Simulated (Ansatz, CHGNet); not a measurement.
## How the lattice constant a of NbSi2 (P6₂22, No. 180) moves with the method

No measured value is used here.

```tsv
level (code)	value (Å)
CHGNet 0.3.0 (CHGNet)	…
LDA (Ansatz)	4.744
PBE (Ansatz)	4.812
PBE-D4 (Ansatz)	4.767
r²SCAN-D4 (Ansatz)	4.781
```

### Question
Complete the blanks.

### Answer

- CHGNet 0.3.0 (CHGNet), value (Å): 4.828

Ansatz's density-functional and Hartree–Fock values are scalar-relativistic unless marked +SOC, with PAW data made under PBE.

Machine-learned potentials (CHGNet 0.3.0) are trained on DFT data, which may include these solids.

Ansatz is an electronic-structure program.
